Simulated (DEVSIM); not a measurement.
Structure: Pd/SiO2/n-Ge capacitor, at 300 K.

```
layer (left to right)  material  thickness (nm)  Nd (cm⁻³)
---------------------  --------  --------------  ---------
1                          SiO2            3.70          -
2                            Ge            1900       1e17
```

Metal gate on the left, work function 5.2 eV. Fixed charge at the semiconductor interface 0 cm⁻² (in units of +e); interface traps 1e12 cm⁻² eV⁻¹, uniform in energy, neutral level at 0.5 of the gap above the valence band.

The device is made up for the run: typed textbook-type constants, with dimensions and the other settings drawn at random. Values at 300 K.

| parameter | SiO2 | Ge |
|---|---|---|
| gap (eV) | 9 | 0.664 |
| affinity (eV) | 0.9 | 4 |
| permittivity | 3.9 | 16 |
| Nc (cm⁻³) | - | 1.04e19 |
| Nv (cm⁻³) | - | 6e18 |

Simulated with DEVSIM: 1D Poisson equation in equilibrium, Boltzmann statistics, complete ionisation; no quantum confinement or tunnelling. Metal contacts follow the ideal Schottky-Mott rule: no Fermi-level pinning, no interface dipoles.

### Question
Tabulate band edges, carrier densities and field at 0.7 V on the gate.

### Answer
Energies count from the Fermi level of the right contact; mesh points crowd at the junctions.

```csv
x (μm),Ec (eV),Ev (eV),n (cm⁻³),p (cm⁻³),field (V/cm)
0.000,3.600,-5.400,< 1e2,< 1e2,-320000
0.0009500,3.569,-5.431,< 1e2,< 1e2,-320000
0.002092,3.533,-5.467,< 1e2,< 1e2,-320000
0.003189,3.497,-5.503,< 1e2,< 1e2,-320000
0.004469,0.376,-0.288,5.1e12,8.6e13,-72000
0.006338,0.362,-0.302,8.5e12,5.1e13,-70000
0.01027,0.336,-0.328,2.4e13,1.8e13,-66000
0.02184,0.267,-0.397,3.3e14,1.3e12,-52000
0.04183,0.185,-0.479,8.2e15,5.4e10,-30000
0.07988,0.128,-0.536,7.5e16,5.8e9,-4800
0.1600,0.120,-0.544,1.0e17,4.4e9,-27
0.3954,0.120,-0.544,1.0e17,4.4e9,≈ 0
0.8025,0.120,-0.544,1.0e17,4.4e9,≈ 0
1.313,0.120,-0.544,1.0e17,4.4e9,≈ 0
1.675,0.120,-0.544,1.0e17,4.4e9,≈ 0
1.788,0.120,-0.544,1.0e17,4.4e9,≈ 0
1.848,0.120,-0.544,1.0e17,4.4e9,≈ 0
1.876,0.120,-0.544,1.0e17,4.4e9,≈ 0
1.894,0.120,-0.544,1.0e17,4.4e9,≈ 0
1.899,0.120,-0.544,1.0e17,4.4e9,≈ 0
1.902,0.120,-0.544,1.0e17,4.4e9,≈ 0
1.904,0.120,-0.544,1.0e17,4.4e9,≈ 0
```
